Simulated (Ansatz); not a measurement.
Consider ZnO in the wurtzite structure (space group P6_3mc, No. 186; a = 3.2796 Å, c = 5.2933 Å).

The other end (x = 1) is ZnS in the wurtzite structure (space group P6_3mc, No. 186): 20.19 Å³/atom, gap 2.08 eV.

All numbers come from DFT with PBE, PAW potentials and a 420 eV plane-wave cutoff in Ansatz (a first-principles code), spin-orbit coupling left out.

S replaces a fraction x of O; each row is one arrangement (x, atoms in the cell, starting space group or random), fully relaxed.

One change was made to it. Results:

The volume per atom increases by 2.326 Å³ to 14.65 Å³; the mixing energy amounts to +94 meV/atom; the band gap falls by 0.10 eV, from 0.74 eV to 0.64 eV.

Q: Which change produced these results?
A) x(S) = 0.333, 12 atoms, R3
B) x(S) = 0.333, 12 atoms, P3m1
C) x(S) = 0.667, 12 atoms, Cmc2_1

A: A, x(S) = 0.333, 12 atoms, R3. For comparison, the band gap in the other runs: x(S) = 0.333, 12 atoms, P3m1 gives zero; x(S) = 0.667, 12 atoms, Cmc2_1 gives 0.79 eV.

These are small ordered cells, not random alloys; other orderings at the same x differ. Stability against distortions was not tested. The final runs are not spin-polarised. A zero or small gap of Zn3SO2 can be the functional's error rather than a property of the material.
